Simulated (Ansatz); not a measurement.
Take TiC in the rock salt structure (space group Fm-3m, No. 225) as the base.

```yaml
crystal:
  lattice:
    - [0.00000, 2.14666, 2.14666]
    - [2.14666, 0.00000, 2.14666]
    - [2.14666, 2.14666, 0.00000]
  atoms:
    - { symbol: Ti, position: [0.00000, 0.00000, 0.00000] }
    - { symbol: C, position: [0.50000, 0.50000, 0.50000] }
```

Computed with Kohn–Sham DFT with the PBEsol functional, run in Ansatz (a program for electronic structure) with PAW and 420 eV plane waves, no spin-orbit coupling.

Before the change:

The lattice parameter a is 4.293 Å.

Modification: a hydrostatic pressure of 2.1 GPa.

Q: What does the calculation give for the lattice parameter a after the change?

A: The lattice parameter a drops by 0.011 Å (4.293 Å → 4.282 Å).

Load acts through the strain it causes; cell and atoms are relaxed under it. Stability against distortions was not tested. The final runs are not spin-polarised.
